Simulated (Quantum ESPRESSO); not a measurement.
# Short convergence ladders for ScGe (Cm, 4 atoms in the cell)

```
ScGe
1.0
    2.01086    -5.06599     0.00000
    2.01086     5.06599     0.00000
    0.00000     0.00000     3.78627
Sc Ge
2 2
Direct
  0.86301   0.13699   0.76321
  0.13699   0.86301   0.25000
  0.58951   0.41049   0.75000
  0.41049   0.58951   0.25000
```

Base method: PBEsol, PSlibrary PAW (PBE) pseudopotentials (plane waves; Quantum ESPRESSO 7.5).

Base settings: ecutwfc = 55 Ry; ecutrho = 440 Ry; occupations = smearing; smearing = gauss; degauss = 0.0073499 Ry; input_dft = pbesol; potentials = {Sc: Sc.pbe-spn-kjpaw_psl.1.0.0.UPF, Ge: Ge.pbe-n-kjpaw_psl.1.0.0.UPF}; K_POINTS = automatic 3 3 3 0 0 0; conv_thr = 1e-11 Ry; mixing_beta = 0.7.

The count of work is k-points × plane waves × bands × iterations; it is no time. Core times come from one kind of shared machine, to one figure; runs under 30 s give none.

**The plane-wave cutoff**

Moved along: ecutrho.

The second cell is the first with its lattice scaled by 0.98.

The mesh stays at the base's, so the ladder's end is converged at best in this setting alone.

Only quantities that move along the ladder and can be compared are tabulated.

| ecutwfc | free energy less the last step's (meV/atom) | energy of the compressed cell less the first (meV/atom) | pressure (GPa) | largest difference of a force vector from the last step's (eV/Å) | count of work / last | core time / last (rough) |
|---|---|---|---|---|---|---|
| 19 Ry | 8252.01 | -23.78 | -212.10 | 0.840 | 0.049 | – |
| 25 Ry | 1838.35 | -11.57 | -67.94 | 0.045 | 0.074 | – |
| 30 Ry | 508.92 | -11.37 | -25.72 | 0.050 | 0.098 | – |
| 38 Ry | 63.25 | -2.74 | -5.81 | 0.029 | 0.18 | 0.2 |
| 55 Ry | 26.58 | -2.32 | -3.71 | 0.004 | 0.37 | 0.3 |
| 110 Ry | 0.00 | -3.38 | -3.28 | 0.000 | 1.0 | 1 |

Coarsest ecutwfc that holds the forces within 0.01 eV/Å of the last step, with all finer ones: 55 Ry, at 0.37 of the last step's count of work and about 0.3 of the last step's time; the step before is off by 0.029 eV/Å.

Coarsest ecutwfc that holds the pressure within 1 GPa of the last step, with all finer ones: 55 Ry, at 0.37 of the last step's count of work and about 0.3 of the last step's time; the step before is off by 2.5 GPa.

Coarsest ecutwfc that holds the free energy within 5 meV/atom: not settled: the last two steps still differ by 27 meV/atom, over half the tolerance, so the ladder does not show it.

Two neighbours can agree and both be off: 25 Ry and 30 Ry differ by 0.20 meV/atom in the energy of the compressed cell less the first, yet lie about 8.0 meV/atom from the last step.

At the lowest cutoff the pressure lies 209 GPa under the last step's, the usual sign of Pulay stress in an incomplete plane-wave basis.

**The cutoff for other potential files**

Level: DFT, PBEsol, plane waves, PseudoDojo standard norm-conserving (PBESOL) pseudopotentials.

In this ladder: ecutrho = default; input_dft = default; pseudopotentials = {Sc: Sc.upf, Ge: Ge.upf}.

The mesh stays at the base's, so the ladder's end is converged at best in this setting alone.

Only quantities that move along the ladder and can be compared are tabulated.

| ecutwfc | free energy less the last step's (meV/atom) | pressure (GPa) | largest difference of a force vector from the last step's (eV/Å) | count of work / last | core time / last (rough) |
|---|---|---|---|---|---|
| 36 Ry | 31040.64 | -858.96 | 0.417 | 0.10 | – |
| 56 Ry | 715.31 | -59.05 | 0.032 | 0.21 | 0.09 |
| 80 Ry | 0.45 | -3.43 | 0.000 | 0.35 | 0.2 |
| 120 Ry | 0.17 | -3.42 | 0.000 | 0.61 | 0.2 |
| 160 Ry | 0.00 | -3.43 | 0.000 | 1.0 | 1 |

Coarsest ecutwfc that holds the pressure within 0.2 GPa of the last step, with all finer ones: 80 Ry, at 0.35 of the last step's count of work and about 0.2 of the last step's time; the step before is off by 56 GPa.

Coarsest ecutwfc that holds the forces within 0.005 eV/Å of the last step, with all finer ones: 80 Ry, at 0.35 of the last step's count of work and about 0.2 of the last step's time; the step before is off by 0.032 eV/Å.

Coarsest ecutwfc that holds the free energy within 1 meV/atom of the last step, with all finer ones: 80 Ry, at 0.35 of the last step's count of work and about 0.2 of the last step's time; the step before is off by 720 meV/atom.

At the lowest cutoff the pressure lies 856 GPa under the last step's, the usual sign of Pulay stress in an incomplete plane-wave basis.

**The relaxed cell against the cutoff**

On ScGe (Cmcm, 4 atoms in the cell): atoms on their sites.

In this ladder: calculation = vc-relax; tprnfor = default; tstress = default. Moved along: ecutrho.

The mesh stays at the base's, so the ladder's end is converged at best in this setting alone.

Only quantities that move along the ladder and can be compared are tabulated.

| ecutwfc | relaxed volume (Å³/atom) | relaxation steps | core time / last (rough) |
|---|---|---|---|
| 28 Ry | 16.152 | 6 | 0.1 |
| 38 Ry | 18.352 | 7 | 0.2 |
| 55 Ry | 18.516 | 7 | 0.3 |
| 110 Ry | 18.609 | 6 | 1 |

Coarsest ecutwfc that holds the relaxed volume within 0.037 Å³/atom: not settled: the last two steps still differ by 0.093 Å³/atom, over half the tolerance, so the ladder does not show it.

At the lowest cutoff the cell relaxes to a volume 13 % smaller than at the highest.

On the base run: the starting cell comes from a database of computed structures (which also holds hypothetical and non-ambient phases and stackings), without a prior relaxation at this level. Its lattice was rescaled by up to half a per cent. One atom was moved a little off its site on purpose. Without a gap this mesh is coarse (it stands for a supercell whose shortest vector is 11 Å).
